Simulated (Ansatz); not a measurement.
SiC, response to strain

Start from SiC in the wurtzite structure (space group P6_3mc, No. 186; a = 3.0753 Å, c = 5.0482 Å). Axes: x lies along a and z along c of the hexagonal cell.

Strains are applied to the cell and any free atomic positions relax; under biaxial strain the out-of-plane vector relaxes too.

Calculations: r2SCAN in Ansatz (plane waves to 500 eV, PAW, no spin-orbit coupling).

Notes on the quantities. pressure: mean of the normal stresses, compression positive.

| variant | pressure | volume per atom | band gap |
|---|---|---|---|
| base | 0.01 GPa | 10.34 Å³ | 2.65 eV |
| biaxial strain −4.57 %, plane normal [001], relaxed out of plane | ___ | 9.50 Å³ | ___ |
| biaxial strain −2.84 %, plane normal [001], relaxed out of plane | 13.46 GPa | ___ | 2.27 eV |
| biaxial strain +3.46 %, plane normal [001], relaxed out of plane | -12.54 GPa | 11.01 Å³ | ___ |
| isotropic strain −1.43 % | 10.71 GPa | 9.90 Å³ | 2.59 eV |
| isotropic strain −0.65 % | 4.64 GPa | 10.14 Å³ | 2.62 eV |
| isotropic strain +4.79 % | -24.23 GPa | 11.89 Å³ | 2.85 eV |
| uniaxial strain ε_xx = −1.12 % | 2.66 GPa | 10.22 Å³ | 2.54 eV |
| uniaxial strain ε_yy = +1.28 % | -2.84 GPa | 10.47 Å³ | 2.66 eV |
| uniaxial strain ε_zz = +2.73 % | -5.62 GPa | 10.62 Å³ | 2.51 eV |

### Question
Some entries are withheld; estimate them.

### Answer

- biaxial strain −4.57 %, plane normal [001], relaxed out of plane, pressure: 23.20 GPa
- biaxial strain −4.57 %, plane normal [001], relaxed out of plane, band gap: 1.99 eV
- biaxial strain −2.84 %, plane normal [001], relaxed out of plane, volume per atom: 9.81 Å³
- biaxial strain +3.46 %, plane normal [001], relaxed out of plane, band gap: 2.68 eV

No phonon test of stability was made.

Ansatz is a program for electronic structure.
